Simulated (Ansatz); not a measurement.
## CdS: uniaxial strain ε_xx = +1.20 %

Base system: CdS in the wurtzite structure (space group P6_3mc, No. 186; a = 4.124 Å, c = 6.708 Å). Axes: x lies along a and z along c of the hexagonal cell.

One thing is altered: the cell is stretched by 1.20 % along x with no lateral relaxation, atoms relaxed at fixed cell.

All numbers come from plane-wave PAW DFT at the PBEsol level (Ansatz, a quantum-chemistry and plane-wave program, 420 eV), without spin-orbit coupling. Settings: 9×9×5 k-points, 0.05 eV Fermi–Dirac smearing.

The volume per atom grows by 0.296 Å³ (24.71 Å³ → 25.00 Å³) and the space group goes from P6_3mc (No. 186) to Cmc2_1 (No. 36). The shortest interatomic distance grows by 0.9 pm, from 252.1 pm to 253.0 pm and the energy rises by 1.0 meV/atom. The band gap decreases by 0.035 eV to 1.06 eV and the gap character stays direct at Γ. The electron mass changes from 0.11 mₑ along c, 0.12 mₑ across (at Γ) to 0.11 mₑ along z, 0.12 mₑ across (at Γ) and the hole mass amounts to 1.6 mₑ along x, 0.12 mₑ along y, 1.7 mₑ along z (at Γ). The valence-band top at Γ (three highest levels, from the VBM) goes from 0.00, 0.00, -0.05 eV to 0.00, -0.04, -0.05 eV and the largest internal atomic displacement is 0.015 Å. The stress (xx, yy, zz, yz, xz, xy; compression positive) is (-1.02, -0.62, -0.50, 0.00, 0.00, 0.00) GPa.

Masses are band curvatures over ±0.01 Å⁻¹ around the edge. Whether these cells are dynamically stable was not tested. k-point labels follow each cell's own Brillouin zone.
